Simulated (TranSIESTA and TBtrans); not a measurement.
Run with TranSIESTA and TBtrans (open boundaries, self-consistent; PseudoDojo norm-conserving potentials, scalar-relativistic): PAO.BasisSize DZP, PAO.EnergyShift 0.15 eV, XC.Authors PBE, Mesh.Cutoff 200 Ry, ElectronicTemperature 300 K, TS.Voltage 0.0 eV, TBT.Elecs.Eta 0.001 eV, no spin polarisation.

System: Pb chain with a Pb atom beside one bond. Leads: straight Pb chain, spacing 2.85 Å. Geometry: as built, not relaxed.

Q: Predict: conductance at 300 K (G0 = 2e²/h); mean T from −0.5 to 0.5 eV.

A: conductance at 300 K (G0 = 2e²/h): 1.91; mean T from −0.5 to 0.5 eV: 1.83. The straight chain is held at its spacing; free chains may zigzag or dimerise. No spin-polarised start was tried, so a magnetic state, if there is one, is missed. Spin-orbit coupling, left out here, matters for the heavy atoms.
